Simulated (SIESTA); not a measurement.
A working SIESTA input for Cu4Sn7S16 (R3m, 27 atoms in the cell) (DFT, GGA PBEsol, numerical atomic orbitals DZP, PseudoDojo PBEsol standard norm-conserving potentials (rewritten from UPF to PSML)):

```
# files in the folder: Cu.psml Sn.psml S.psml (PseudoDojo PBEsol standard)
SystemName  Cu4Sn7S16
SystemLabel siesta

NumberOfAtoms                27
NumberOfSpecies              3
%block ChemicalSpeciesLabel
  1 29 Cu
  2 50 Sn
  3 16 S
%endblock ChemicalSpeciesLabel
LatticeConstant              1.0 Ang
%block LatticeVectors
     3.712115000    2.143191000   12.223613000
    -3.712115000    2.143191000   12.223613000
     0.000000000   -4.286381000   12.223613000
%endblock LatticeVectors
AtomicCoordinatesFormat      Ang
%block AtomicCoordinatesAndAtomicSpecies
    -0.000000000    0.000000000    0.008067585  1
    -0.000000000    0.000000706   25.882901570  1
     0.000000000    0.000000295   10.801395627  1
    -0.000000000    0.000000188    6.903285442  1
    -1.890023352   -1.091204943   21.438994841  2
     1.890023352   -1.091204943   21.438994841  2
    -0.000000000    2.182411640   21.438994841  2
     0.000000000    0.000000498   18.246786082  2
    -1.842768128    1.063923127   15.249690634  2
     0.000000000   -2.127845006   15.249690634  2
     1.842768128    1.063923127   15.249690634  2
     0.000000000    0.000000877   32.142613788  3
    -1.949008860   -1.125260119   25.991068322  3
     1.949008860   -1.125260119   25.991068322  3
    -0.000000000    2.250522364   25.991068322  3
     0.000000000    0.000000623   22.862544587  3
    -1.802231832    1.040519611   19.873516724  3
     0.000000000   -2.081037595   19.873516724  3
     1.802231832    1.040519611   19.873516724  3
    -1.806890537   -1.043208315   16.782898413  3
     1.806890537   -1.043208315   16.782898413  3
    -0.000000000    2.086418004   16.782898413  3
    -0.000000000    0.000000375   13.753141471  3
    -1.933269492    1.116173991   10.706051446  3
     0.000000000   -2.232347106   10.706051446  3
     1.933269492    1.116173991   10.706051446  3
    -0.000000000    0.000000125    4.566986289  3
%endblock AtomicCoordinatesAndAtomicSpecies

XC.functional                GGA
XC.authors                   PBEsol
PAO.BasisSize                DZP
PAO.EnergyShift              0.01 Ry
MeshCutoff                   400 Ry
%block kgrid.MonkhorstPack
    3   0   0  0.5
    0   3   0  0.5
    0   0   3  0.5
%endblock kgrid.MonkhorstPack
OccupationFunction           FD
ElectronicTemperature        0.1 eV

MaxSCFIterations             150
SCF.Mixer.Method             Broyden
SCF.Mixer.Weight             0.25
SCF.Mixer.History            6
SCF.DM.Tolerance             1.0E-05
Diag.ParallelOverK           true
WriteForces                  true
```

The run converged in 23 iterations: free energy E − TS -40393.6299 eV; Fermi level (on the code's own zero) -3.71 eV; pressure -2.08 GPa; largest force (vector length) 0.337 eV/Å. Each of these slips is then made, one at a time:

(1)
```diff
-PAO.BasisSize                DZP
+PAO.BasisSize                SZ
```

(2)
```diff
-PAO.BasisSize                DZP
+PAO.BasisSize                DZVP
```

**Question.** What happens in each case?

**Answer.** 
(1) A minimal basis. The run converged in 40 iterations without an error; against the sound input the pressure goes from -2.08 to 6.68 GPa and the largest force goes from 0.337 to 1.401 eV/Å.

(2) A value that the program does not know. The program stopped before any SCF iteration.

The starting cell comes from a database of computed structures (which also holds hypothetical and non-ambient phases and stackings), without a prior relaxation at this level. Spin polarisation is off. Values carry the incompleteness of an atom-centred basis. The run gives no clean gap (levels at the Fermi energy touch, overlap or are partly filled at this smearing), which alone does not show that the compound is a metal.

Left out of this page: 3 runs of the series outside the window shown, repeating another row's setting, or not comparable.
